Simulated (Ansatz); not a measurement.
# Pressure series in Ag

Consider Ag in the fcc (Cu type) structure (space group Fm-3m, No. 225).

```cif
data_Ag4
_chemical_formula_sum 'Ag4'
_space_group_name_H-M_alt 'Fm-3m'
_space_group_IT_number 225
_space_group_name_Hall '-F 4 2 3'
_cell_length_a 4.14857
_cell_length_b 4.14857
_cell_length_c 4.14857
_cell_angle_alpha 90.000
_cell_angle_beta 90.000
_cell_angle_gamma 90.000
loop_
_atom_site_label
_atom_site_type_symbol
_atom_site_symmetry_multiplicity
_atom_site_Wyckoff_symbol
_atom_site_fract_x
_atom_site_fract_y
_atom_site_fract_z
_atom_site_occupancy
Ag1 Ag 4 a 0.00000 0.00000 0.00000 1
```
(The calculation used a cell of 1 atom; values per cell refer to that cell.)

Cell and atoms are relaxed at each pressure.

Levels (all Ansatz, an electronic-structure program, PAW): PBE (420 eV, no spin-orbit coupling); PBEsol (420 eV, no SOC).

The base cell above is that of PBE; each level relaxes its own structures.

```csv
case,"lattice parameter a, PBE","lattice parameter a, PBEsol"
pressure −2 GPa,4.181 Å,…
pressure −1 GPa,4.164 Å,4.066 Å
pressure 1.8 GPa,4.122 Å,4.035 Å
pressure 4.2 GPa,4.092 Å,4.011 Å
pressure 9 GPa,4.040 Å,…
pressure 18 GPa,3.966 Å,3.907 Å
pressure 30 GPa,3.892 Å,…
pressure 45 GPa,3.822 Å,3.781 Å
pressure 60 GPa,3.767 Å,…
```

### Question
Some entries are withheld; estimate them.

### Answer

- pressure −2 GPa, lattice parameter a, PBEsol: 4.078 Å
- pressure 9 GPa, lattice parameter a, PBEsol: 3.970 Å
- pressure 30 GPa, lattice parameter a, PBEsol: 3.843 Å
- pressure 60 GPa, lattice parameter a, PBEsol: 3.730 Å

PBE lies above PBEsol in every row, by 0.037 Å to 0.103 Å. They put the cases in the same order.

Load acts through the strain it causes; cell and atoms are relaxed under it. Stability against distortions was not tested. No other phases were tried under pressure.
